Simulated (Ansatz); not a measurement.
Fermi-surface figures of metals: Zr (P6_3/mmc) under several functionals (Ansatz, a quantum-chemistry and plane-wave program, without spin-orbit coupling). The PBE cell:

Zr is modelled in the hexagonal space group P6₃/mmc (No. 194), the hcp (Mg type) structure, Pearson symbol hP2. Conventional cell: a = b = 3.234 Å, c = 5.168 Å, α = β = 90.00°, γ = 120.00°. Zr on 2c is coordinated by 12 Zr at 3.188–3.234 Å (anticuboctahedral). (Neighbours: up to the widest gap in distance over summed covalent radii, below 1.35, at either atom.)

```tsv
Functional	cell relaxed with	volume (Å³/atom)	density of states at the Fermi level per atom	Drude plasma energy	root-mean-square Fermi velocity
PBE	PBE	23.41	0.95 states/eV	4.0 eV	3.9 ×10⁵ m/s
PBEsol	PBEsol	22.48	1.00 states/eV	4.2 eV	3.9 ×10⁵ m/s
r2SCAN	PBEsol	22.48	0.75 states/eV	4.2 eV	4.5 ×10⁵ m/s
```

For the density of states at the Fermi level per atom, PBE gives 0.95 states/eV and r2SCAN 0.75 states/eV: PBE lies 26 % above.

Metals at this level; values at 300 K, both spins, means over directions. As a rough test of the mesh, the Fermi surface's area from every second k point differs by up to 13 %. Spin-orbit coupling is left out.
